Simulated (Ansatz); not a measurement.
Results of r²SCAN (Ansatz, a program for electronic structure, PAW) for LuBeNO (model structure, started from the LaZnOP type, P4/nmm, No. 129, 8 atoms in the cell).

Numerical settings: plane-wave cutoff 560 eV, 10×10×4 k mesh (along the axes of the cell as run), Fermi–Dirac smearing 0.01 eV, scalar-relativistic PAW data made under PBE.

Cell (relaxed at this level):

```cif
data_Be2Lu2N2O2
_chemical_formula_sum 'Lu2 Be2 N2 O2'
_space_group_name_H-M_alt 'P 1'
_space_group_IT_number 1
_cell_length_a 3.43965
_cell_length_b 3.43965
_cell_length_c 7.10182
_cell_angle_alpha 90.000
_cell_angle_beta 90.000
_cell_angle_gamma 90.000
loop_
_space_group_symop_operation_xyz
  'x, y, z'
loop_
_atom_site_label
_atom_site_type_symbol
_atom_site_fract_x
_atom_site_fract_y
_atom_site_fract_z
_atom_site_occupancy
Lu1 Lu 0.00000 0.50000 0.82937 1
Lu2 Lu 0.50000 0.00000 0.17063 1
Be1 Be 0.00000 0.00000 0.50000 1
Be2 Be 0.50000 0.50000 0.50000 1
N1 N 0.50000 0.00000 0.59860 1
N2 N 0.00000 0.50000 0.40140 1
O1 O 0.50000 0.50000 0.00000 1
O2 O 0.00000 0.00000 0.00000 1
```

Question: What does this level give for the band gap, direct gap at Γ and bulk modulus B0?

Answer: 
- band gap = 4.04 eV (on the SCF k mesh)
- direct gap at Γ = 4.32 eV
- bulk modulus B0 = 137 GPa

Note: the bulk modulus is −V dP/dV from two relaxed cells at ±2 % in volume; the relaxation could raise the start's symmetry but not lower it, so the cell can be a saddle point.

Spin–orbit coupling is not included.

The computed numbers hold no vibrational or temperature effects.

A model structure was made by putting elements into a prototype or built by hand; it is no filed structure, need not be a known phase, and can be a saddle point held by its symmetry.
